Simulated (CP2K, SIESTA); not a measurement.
A CP2K input for a self-consistent single point of NiSb (P6_3/mmc, 4 atoms in the cell) (DFT PBE, GPW, DZVP-MOLOPT-SR-GTH basis, GTH-PBE potentials (GTH_POTENTIALS)):

```
&GLOBAL
  PROJECT run
  RUN_TYPE ENERGY_FORCE
  PRINT_LEVEL MEDIUM
&END GLOBAL
&FORCE_EVAL
  METHOD Quickstep
  STRESS_TENSOR ANALYTICAL
  &DFT
    BASIS_SET_FILE_NAME BASIS_MOLOPT
    POTENTIAL_FILE_NAME GTH_POTENTIALS
    &QS
      METHOD GPW
      EPS_DEFAULT 1E-11
    &END QS
    &MGRID
      CUTOFF 600
      REL_CUTOFF 60
      NGRIDS 5
    &END MGRID
    &SCF
      SCF_GUESS ATOMIC
      EPS_SCF 1E-7
      MAX_SCF 100
      ADDED_MOS 8
      &DIAGONALIZATION
        ALGORITHM STANDARD
      &END DIAGONALIZATION
      &MIXING
        METHOD BROYDEN_MIXING
        ALPHA 0.2
        NBUFFER 10
        BETA 1
      &END MIXING
      &SMEAR ON
        METHOD GAUSSIAN
        SIGMA [eV] 0.2
      &END SMEAR
    &END SCF
    &KPOINTS
      SCHEME MONKHORST-PACK 8 8 5
      GAMMA_CENTERED T
    &END KPOINTS
    &XC
      &XC_FUNCTIONAL PBE
      &END XC_FUNCTIONAL
    &END XC
    &PRINT
      &MO
        EIGENVALUES T
        OCCUPATION_NUMBERS T
        NDIGITS 8
        FILENAME mo
        &EACH
          QS_SCF 0
        &END EACH
        ADD_LAST NUMERIC
      &END MO
      &MULLIKEN ON
      &END MULLIKEN
    &END PRINT
  &END DFT
  &SUBSYS
    &CELL
      A 3.87759000 0.00000000 0.00000000
      B -1.93879600 3.35809200 0.00000000
      C 0.00000000 0.00000000 5.06158600
      PERIODIC XYZ
    &END CELL
    &COORD
      Ni       0.00000000     0.00000000     2.53079300
      Ni       0.00000000     0.00000000     0.00000000
      Sb      -0.00000069     2.23872801     1.26539650
      Sb       1.93879469     1.11936399     3.79618950
    &END COORD
    &KIND Ni
      BASIS_SET DZVP-MOLOPT-SR-GTH-q18
      POTENTIAL GTH-PBE-q18
    &END KIND
    &KIND Sb
      BASIS_SET DZVP-MOLOPT-SR-GTH-q5
      POTENTIAL GTH-PBE-q5
    &END KIND
  &END SUBSYS
  &PRINT
    &FORCES ON
    &END FORCES
    &STRESS_TENSOR ON
    &END STRESS_TENSOR
  &END PRINT
&END FORCE_EVAL
```

**Question.** Give the SIESTA input for the same structure, mesh, smearing and functional.

**Answer.** One input that does it (others would too):

```
# files in the folder: Ni.psml Sb.psml (PseudoDojo PBE standard)
SystemName  NiSb
SystemLabel nisb

NumberOfAtoms                4
NumberOfSpecies              2
%block ChemicalSpeciesLabel
  1 28 Ni
  2 51 Sb
%endblock ChemicalSpeciesLabel
LatticeConstant              1.0 Bohr
%block LatticeVectors
     3.663791562   -6.345874181    0.000000000
     3.663791562    6.345874181    0.000000000
     0.000000000    0.000000000    9.565011296
%endblock LatticeVectors
AtomicCoordinatesFormat      Ang
%block AtomicCoordinatesAndAtomicSpecies
     0.000000000    0.000000000    2.530793000  1
     0.000000000    0.000000000    0.000000000  1
     1.938795000    1.119364022    1.265396500  2
     1.938795000   -1.119364022    3.796189500  2
%endblock AtomicCoordinatesAndAtomicSpecies

XC.functional                GGA
XC.authors                   PBE
PAO.BasisSize                DZP
PAO.EnergyShift              0.005 Ry
MeshCutoff                   350 Ry
%block kgrid.MonkhorstPack
    8   0   0  0.0
    0   8   0  0.0
    0   0   5  0.0
%endblock kgrid.MonkhorstPack
OccupationFunction           MP
OccupationMPOrder            0
ElectronicTemperature        200.0 meV

MaxSCFIterations             150
SCF.Mixer.Method             Broyden
SCF.Mixer.Weight             0.25
SCF.Mixer.History            6
SCF.DM.Tolerance             1.0E-04
Diag.ParallelOverK           true
WriteForces                  true
```

Basis, cutoffs, solver keys and any potentials are the target program's own. This input uses DFT, GGA PBE, numerical atomic orbitals DZP, PseudoDojo PBE standard norm-conserving potentials (rewritten from UPF to PSML). Both were run: pressure 12.87 GPa in CP2K and 11.60 in SIESTA.

On CP2K: the starting cell has typed, rounded lattice constants, without a prior relaxation at this level. Its lattice was rescaled by a random factor within 2.5 % of one. For this run, on top of that: lattice scaled by 0.98. Spin polarisation is off. Values carry the incompleteness of an atom-centred basis. With a pressure of about 13 GPa the cell is away from its equilibrium volume at this level.

On SIESTA: the starting cell has typed, rounded lattice constants, without a prior relaxation at this level. Its lattice was rescaled by a random factor within 2.5 % of one. For this run, on top of that: lattice scaled by 0.98. Spin polarisation is off. Values carry the incompleteness of an atom-centred basis. With a pressure of about 12 GPa the cell is away from its equilibrium volume at this level.
